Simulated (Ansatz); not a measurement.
# TiGe (model structure, started from the rocksalt type, Fm-3m, No. 225, 2 atoms in the cell)

Computed with PBE (PAW; Ansatz, a program for electronic structure).

Run with plane-wave cutoff 500 eV, 12×12×12 k mesh, Fermi–Dirac smearing 0.05 eV, no spin polarisation, scalar-relativistic PAW data made under PBE.

Cell (relaxed at this level):

```
TiGe
1.0
    0.00000     2.59686     2.59686
    2.59686     0.00000     2.59686
    2.59686     2.59686     0.00000
Ge Ti
1 1
Cartesian
  0.00000   0.00000   0.00000
  2.59686   2.59686   2.59686
```

| Item | Result |
|---|---|
| band gap | none |

Note: the relaxation could raise the start's symmetry but not lower it, so the cell can be a saddle point.

Spin–orbit coupling is not included.

Computed values are for the static lattice.

Cost on a shared machine: around 18 core-seconds (rough).

A model structure was made by putting elements into a prototype or built by hand; it is no filed structure, need not be a known phase, and can be a saddle point held by its symmetry.
